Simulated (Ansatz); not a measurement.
SiC (P6_3mc), Ansatz (a first-principles code) with r2SCAN with spin-orbit coupling, rigid bands. Band gap 2.65 eV, N_c = 1.05e19 cm⁻³ and N_v = 6.09e19 cm⁻³ at 300 K, conductivity masses along x (a = (3.08, 0.00, 0.00) Å; b = (-1.54, 2.66, 0.00) Å; c = (0.00, 0.00, 5.05) Å) of 0.434 mₑ (electrons) and 1.15 mₑ (holes). Take k_BT = 0.02585 eV.

What built-in voltage has an abrupt junction with N_A = 1e16 and N_D = 1e17 cm⁻³, all dopants ionised?

V_bi = E_g/e − (k_BT/e) ln(N_c N_v/(N_A N_D)) = 2.65 − 0.02585 × 13.37 = 2.30 V, for the computed gap.

What thermal injection velocity √(2k_BT/πm) limits a ballistic channel along the direction named?

8.17e6 cm/s for electrons and 5.02e6 cm/s for holes, a ratio of √(m_h/m_e) = 1.63, for dilute carriers.

A film of it is 5 nm thick, with its normal along the direction named. Estimate the confinement energies in an infinite well.

ħ²π²/(2m t²) = 0.376 eV·nm²/(m/mₑ × t²) gives 34.7 meV for electrons and 13.1 meV for holes, so the gap would widen to about 2.70 eV. Finite barriers and nonparabolic bands lower this, and with several valleys or bands the heaviest mass along the normal sets the lowest level, not this average.

Rigid bands with the computed gap; masses take one relaxation time for all states.
